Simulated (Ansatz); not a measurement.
An Ansatz (a program for electronic structure) run: ZrO2 with a change (O → C); r2SCAN (Ansatz; PAW; 500 eV plane waves; no spin-orbit coupling), earlier PAW set.

Input:

Ansatz 0.2 input:
```yaml
crystal:
  lattice:
    - [0, 2.6725589552, 2.6725589552]
    - [2.6725589552, 0, 2.6725589552]
    - [2.6725589552, 2.6725589552, 0]
  atoms:
    - { symbol: Zr, position: [0, 0, 0] }
    - { symbol: C, position: [0.25, 0.25, 0.25] }
    - { symbol: C, position: [0.75, 0.75, 0.75] }
basis: { ecutwfc: 500, ecutrho_ratio: 4, xc_grid: 4, fft_grid_basis: typed }
kpoints: { mp_grid: { grid: [15, 15, 15] } }
hamiltonian:
  xc: r2scan
  dispersion: none
  pseudopotentials: { azcp: { folder: ./paw }, kind: paw }
scf: { occupations: { method: fermi_dirac, width: 0.05 }, convergence: { dr2_threshold: 0.0000000003 } }
output: { forces: true, stress: true }
checkpoint: { write: state.ck, write_every: 1000 }
```

Output (explanatory and most iteration lines left out):

```
Pseudopotential: Zr, paw, valence charge 12
Pseudopotential: C, paw, valence charge 4
Crystal: 3 atoms, lattice volume = 38.178 Å³
Basis set: ecut = 500 eV, 941 PW (Γ), exchange–correlation on 120×120×120 points (64 copies of the dense FFT grid, shifted against one another)
Bands: 14, of which v1, the nominal top of the filled ones, is band 10 counted from 1 (9 counted from 0)
Symmetry: 48 space group operations
Space group: Fm-3m (ITA 225), of the structure as read, at distance tolerance 3.4e-5 Å
k-points: 120 of 3375
Functional: x = r2scan, c = r2scan; τ floored in thin density (d = 2e-4 eV/Å³)
SCF iter   1: F=—  HF=-4694.487567 eV  |F-HF|=—  |Δ(HF+E_count)|=         —  Δρ=4.07e-2  dr2=7.87e-1  dr2_τ=1.40e-1  ethr=3.10e-3  ⟨swp⟩=5.8  Hψ=8931  notcnv=0
SCF iter   2: F=—  HF=-4694.503924 eV  |F-HF|=—  |Δ(HF+E_count)|=   1.64e-2  Δρ=2.41e-2  dr2=2.32e-1  dr2_τ=1.24e-2  ethr=3.10e-3  ⟨swp⟩=2.0  Hψ=3059  notcnv=0  defer=2
SCF 1 converged in 8 iterations: F = -4694.554928 eV  dr2 = 1.32e-10
SCF converged after 8 iterations
Free energy (F): -4694.554928 eV
Internal energy: -4694.542606 eV  (E = F + TS)
E sigma→0 (E₀):  -4694.548767 eV
Entropy (-TS):   -0.012322 eV (-4.107 meV/atom)
Fermi energy:    11.369455 eV
--- Forces (eV/Å), atoms counted from 1 ---
  atom   1  Zr    -0.00000000     0.00000000     0.00000000
  atom   2  C      0.00000000     0.00000000     0.00000000
  atom   3  C      0.00000000     0.00000000     0.00000000
--- Stress (GPa, compression-positive) ---
        0.000064      -0.000000       0.000000
       -0.000000       0.000064      -0.000000
        0.000000      -0.000000       0.000064
  P = ⅓ Tr σ = 0.0001 GPa (0.001 kbar)
```

Stability against distortions was not tested. All final runs are without spin polarisation. The cell was made from ZrO2 by this change: O → C; the result is a hypothetical phase, not in the database extracts checked.
